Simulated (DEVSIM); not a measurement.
Structure: Au/Al2O3/n-InP capacitor, at 450 K.

| layer (left to right) | material | thickness (nm) | Nd (cm⁻³) |
|---|---|---|---|
| 1 | Al2O3 | 28.0 | - |
| 2 | InP | 10000 | 3.7e15 |

Metal gate on the left, work function 5.1 eV. Fixed charge at the semiconductor interface 1.3e11 cm⁻² (in units of +e); no interface traps.

This is a model device: material constants are rounded textbook-type values typed into the input, and sizes, dopings and lifetimes were drawn at random. Values at 300 K; Nc and Nv go as T^1.5, mobilities as T to minus their exponent, the gap by Varshni's rule with the affinity fixed.

| parameter | Al2O3 | InP |
|---|---|---|
| gap (eV) | 6.8 | 1.344 |
| affinity (eV) | 1.35 | 4.38 |
| permittivity | 9 | 12.5 |
| Nc (cm⁻³) | - | 5.7e17 |
| Nv (cm⁻³) | - | 1.1e19 |
| Varshni α (eV/K) | - | 0.000363 |
| Varshni β (K) | - | 162 |

Simulated with DEVSIM: 1D Poisson equation in equilibrium, Boltzmann statistics, complete ionisation; no quantum confinement or tunnelling. Metal contacts follow the ideal Schottky-Mott rule: no Fermi-level pinning, no interface dipoles.

Question: Tabulate band edges, carrier densities and field at -2.2 V on the gate.

Answer: Energies count from the Fermi level of the right contact; mesh points crowd at the junctions.

| x (μm) | Ec (eV) | Ev (eV) | n (cm⁻³) | p (cm⁻³) | field (V/cm) |
|---|---|---|---|---|---|
| 0.000 | 5.950 | -0.850 | < 1e2 | < 1e2 | -590000 |
| 0.001852 | 5.842 | -0.958 | < 1e2 | < 1e2 | -590000 |
| 0.006175 | 5.589 | -1.211 | < 1e2 | < 1e2 | -590000 |
| 0.01620 | 5.002 | -1.798 | < 1e2 | < 1e2 | -590000 |
| 0.02525 | 4.472 | -2.328 | < 1e2 | < 1e2 | -590000 |
| 0.02758 | 4.335 | -2.465 | < 1e2 | < 1e2 | -590000 |
| 0.02905 | 1.247 | -0.047 | 11000 | 6.0e18 | -260000 |
| 0.03485 | 1.162 | -0.132 | 100000 | 6.7e17 | -92000 |
| 0.04753 | 1.086 | -0.209 | 730000 | 9.2e16 | -44000 |
| 0.08213 | 0.971 | -0.324 | 1.4e7 | 4.8e15 | -29000 |
| 0.1696 | 0.748 | -0.547 | 4.4e9 | 1.5e13 | -23000 |
| 0.5446 | 0.259 | -1.036 | 1.3e15 | 5.1e7 | -4000 |
| 1.410 | 0.219 | -1.076 | 3.7e15 | 1.8e7 | ≈ 0 |
| 3.601 | 0.219 | -1.076 | 3.7e15 | 1.8e7 | ≈ 0 |
| 8.093 | 0.219 | -1.076 | 3.7e15 | 1.8e7 | ≈ 0 |
| 9.305 | 0.219 | -1.076 | 3.7e15 | 1.8e7 | ≈ 0 |
| 9.749 | 0.219 | -1.076 | 3.7e15 | 1.8e7 | ≈ 0 |
| 9.924 | 0.219 | -1.076 | 3.7e15 | 1.8e7 | ≈ 0 |
| 10.00 | 0.219 | -1.076 | 3.7e15 | 1.8e7 | ≈ 0 |
| 10.02 | 0.219 | -1.076 | 3.7e15 | 1.8e7 | ≈ 0 |
| 10.03 | 0.219 | -1.076 | 3.7e15 | 1.8e7 | ≈ 0 |
| 10.03 | 0.219 | -1.076 | 3.7e15 | 1.8e7 | ≈ 0 |
